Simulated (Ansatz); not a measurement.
End structure of a constructed model of the (110) surface of bcc Nb, a cell of two sites (a+b, b-a) surface alloy, Pd on one Nb site of the top plane (bottom of the slab: a bare face, its two planes held):

```xyz
12
Lattice="1.9115 2.7033 0.0000 -3.8231 2.7033 0.0000 0.0000 0.0000 28.0000" Properties=species:S:1:pos:R:3 pbc="T T T"
Nb     0.9558     1.3517     8.1846
Nb    -1.9115     1.3517     8.1846
Nb     0.0000     0.0000    10.5258
Nb    -0.9558     2.7033    10.5258
Nb     0.9558     1.3517    12.8699
Nb    -1.9115     1.3517    12.8602
Nb     0.0000     0.0000    15.1852
Nb    -0.9558     2.7033    15.2102
Nb     0.9558     1.3517    17.5336
Nb    -1.9115     1.3517    17.5349
Pd     0.0000     0.0000    19.6881
Nb    -0.9558     2.7033    19.6439
```

Model: 12-atom slab, 11.6 Å thick at the start, 11x8x1 mesh, Fermi-Dirac 0.1 eV, dipole correction, 4 atoms held, the rest relaxed; start symmetry kept, larger cells not searched; no spin, no spin-orbit, no U. It is one candidate, not shown to be the stable structure of the face.

Question: Predict the work function of the top face from PBE (Ansatz, an electronic-structure program).

Answer: 4.05 eV
